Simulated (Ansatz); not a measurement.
# Amorphous Ti20O37N2

A CHGNet melt-quench gave the starting glass, which DFT then relaxed. O and N atoms were pushed apart under 1.9 Å during the dynamics, to hinder bonds among them. The hot cell started wider than the set density and was brought back towards it in steps. It is the lowest in DFT energy of 2 quenches. It is a model cell: composition and starting density were chosen by hand, and all elements were melted together. No dispersion term was used.

Methods: PBE, scalar-relativistic without spin-orbit coupling (Ansatz, a program for electronic structure); r2SCAN, scalar-relativistic without spin-orbit coupling (Ansatz); HSE06, scalar-relativistic without spin-orbit coupling (Ansatz). Geometry, pressure, stress and energy are those of the PBE run. Its sampling: a 2×2×2 Γ-centred mesh; Fermi-Dirac width 0.02 eV; no spin polarisation. Other functionals are single points at the zone centre (r2SCAN at 500 eV; exact exchange cut at the cell's faces), free to take moments where seeds were set. At PBE the levels at the filled edge of the gap are localised (band-tail or defect states), and the nearest spread-out levels lie 2.7 eV apart at the zone centre.

```yaml
number_of_atoms_in_the_cell: 59
Density (held, not predicted): 3.64 g/cm³
volume_per_atom: 82.4 bohr^3
Pressure on a 2×2×2 Γ-centred mesh: 0.93 GPa
Largest force and stress component on that mesh (the relaxation ran on the zone centre alone): 0.11 eV/Å and 4.3 GPa
Level gap on a 2×2×2 Γ-centred mesh (PBE): 2.07 eV
Level gap at the zone centre (PBE): 2.19 eV
Level gap at the zone centre (r2SCAN): 2.47 eV
Level gap at the zone centre (HSE06): 3.48 eV
```

Neighbours within Ti-Ti 3.12 Å, Ti-O 2.42 Å, Ti-N 2.54 Å, O-O 1.58 Å, O-N 1.64 Å, N-N 1.70 Å count as bonded. Two cations that share two anions don't count as bonded, nor two that share one unless they lie closer than Ti-Ti 3.04 Å.

| Item | Value |
|---|---|
| Mean coordination of Ti by anions | 5.25 (1 with 4, 13 with 5, 6 with 6) |
| Mean coordination of O | 2.65 (13 with 2, 24 with 3) |
| Mean coordination of N | 3.50 (1 with 3, 1 with 4) |
| Mean Ti-O bond | 1.951 Å (spread 0.130 Å, 98 counted) |
| Mean Ti-N bond | 2.048 Å (spread 0.140 Å, 7 counted) |

Its density started from a set value of 3.64 g/cm³. Cooling (nominally 240 K/ps over its main leg) ran many orders faster than in experiment, which tends to leave more defects and strain. Values belong to this one cell and scatter from quench to quench. The volume was held where the preparation left it, at a PBE pressure of 0.9 GPa. Stress components on the final sampling reach 4.3 GPa.
